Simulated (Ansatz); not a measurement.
Take SrCrO3 in the cubic perovskite structure (space group Pm-3m, No. 221; ferromagnetic; a cell from a computed database, its experimental status unchecked) as the base.

```cif
data_CrO3Sr
_chemical_formula_sum 'Sr1 Cr1 O3'
_space_group_name_H-M_alt 'Pm-3m'
_space_group_IT_number 221
_space_group_name_Hall '-P 4 2 3'
_cell_length_a 3.78867
_cell_length_b 3.78867
_cell_length_c 3.78867
_cell_angle_alpha 90.000
_cell_angle_beta 90.000
_cell_angle_gamma 90.000
loop_
_atom_site_label
_atom_site_type_symbol
_atom_site_symmetry_multiplicity
_atom_site_Wyckoff_symbol
_atom_site_fract_x
_atom_site_fract_y
_atom_site_fract_z
_atom_site_occupancy
Sr1 Sr 1 b 0.50000 0.50000 0.50000 1
Cr1 Cr 1 a 0.00000 0.00000 0.00000 1
O1 O 3 d 0.00000 0.00000 0.50000 1
```

Level of theory: PBEsol in Ansatz (plane waves to 420 eV, PAW, no SOC).

For the base:

* **Volume per atom**: 10.88 Å³
* **Largest site moment**: 1.43 μB

Modification: a hydrostatic pressure of 0.7 GPa.

### Question
What does the calculation give for the volume per atom after the change?

### Answer
The volume per atom decreases by 0.06 Å³, from 10.88 Å³ to 10.82 Å³.

### Question
What happens to the largest site moment?

### Answer
The largest site moment falls by 0.07 μB to 1.36 μB.

Load acts through the strain it causes; cell and atoms are relaxed under it. Stability against distortions was not tested. No Hubbard U is applied and the magnetic state is the run's own (SrCrO3 ferromagnetic); small cells can't hold the antiferromagnetic order that many such compounds have, so gaps and moments can be off. Many cubic perovskites are stable only at high temperature; tilts and polar distortions were not tested.

Ansatz is a program for electronic structure.
